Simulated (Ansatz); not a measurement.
**Si under a change: isotropic strain −3.00 %**

Base system: Si in the diamond structure (space group Fd-3m, No. 227; a = 5.444 Å).

Now apply this change: the cell is scaled by 0.9700 in all directions, atoms relaxed at fixed cell.

Calculations: plane-wave PAW DFT at the r2SCAN level (Ansatz, an electronic-structure program, 500 eV), spin-orbit coupling left out. Γ-centred 10×10×10 mesh, Fermi–Dirac width 0.05 eV.

| quantity | base | changed | shift |
|---|---|---|---|
| volume per atom | 20.17 Å³ | 18.41 Å³ | -1.76 Å³ |
| space group | Fd-3m (No. 227) | Fd-3m (No. 227) | – |
| energy relative to the base (free energy F) | 0 meV/atom | +54 meV/atom | +54 meV/atom |
| pressure | 0.0 kbar | 107.1 kbar | +107.1 kbar |
| band gap | 0.78 eV | 0.60 eV | -0.18 eV |
| gap character | indirect, Γ → Γ–X (87 % along) | indirect, Γ → Γ–X (87 % along) | – |
| smallest direct gap | 2.74 eV | 2.77 eV | +0.03 eV |
| mean gap deformation potential ΔEg/Δln V | – | +1.9 eV | – |
| width of the top valence band | 4.00 eV | 4.41 eV | +0.415 eV |
| electron mass | 0.91 mₑ along k, 0.19 mₑ across (off the special points) | 0.92 mₑ along k, 0.18 mₑ across (off the special points) | – |
| hole mass (degenerate bands, along [100]) | 0.17, 0.25, 0.25 mₑ (at Γ) | 0.21, 0.24, 0.24 mₑ (at Γ) | – |

Final structure:

```xyz
2
Lattice="0.0000 2.6405 2.6405 2.6405 0.0000 2.6405 2.6405 2.6405 0.0000" Properties=species:S:1:pos:R:3 pbc="T T T"
Si     0.0000     0.0000     0.0000
Si     1.3202     1.3202     1.3202
```

Cost of the whole job for the changed cell (relaxation, final SCF and bands): very roughly 5 core-seconds.

Effective masses come from finite differences of ±0.01 Å⁻¹. Along k means along the line from Γ to the band edge. Stability against distortions was not tested.
